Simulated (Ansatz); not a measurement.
WSi2 with two functionals, pressure 1.8 GPa

Take WSi2 (space group I4/mmm, No. 139; a = 3.229 Å, c = 7.867 Å) as the base.

(Cell as relaxed with PBE.)

Levels (all Ansatz, a quantum-chemistry and plane-wave program, PAW): PBE (420 eV, spin-orbit coupling left out); r2SCAN (500 eV, spin-orbit coupling left out).

Each level relaxes its own structure.

| base | PBE | r2SCAN |
|---|---|---|
| volume per atom | 13.67 Å³ | 13.42 Å³ |
| lattice parameter a | 6.102 bohr | 6.069 bohr |
| band gap | zero | zero |

Modification: a hydrostatic pressure of 1.8 GPa.

```tsv
quantity	PBE	r2SCAN
volume per atom	13.56 Å³	___
band gap	zero	___
c/a ratio	2.438	___
```

Q: What does r2SCAN give?

A: 
- volume per atom, r2SCAN: 13.31 Å³
- band gap, r2SCAN: zero
- c/a ratio, r2SCAN: 2.431

PBE's volume per atom lies 0.25 Å³ above r2SCAN's (1.9 %); PBE's c/a ratio lies 0.0061 above r2SCAN's; the two agree on the band gap. Neither level is exact; r2SCAN is the comparison here, not a measurement.

Load acts through the strain it causes; cell and atoms are relaxed under it. Whether these cells are dynamically stable was not tested. All final runs are without spin polarisation.
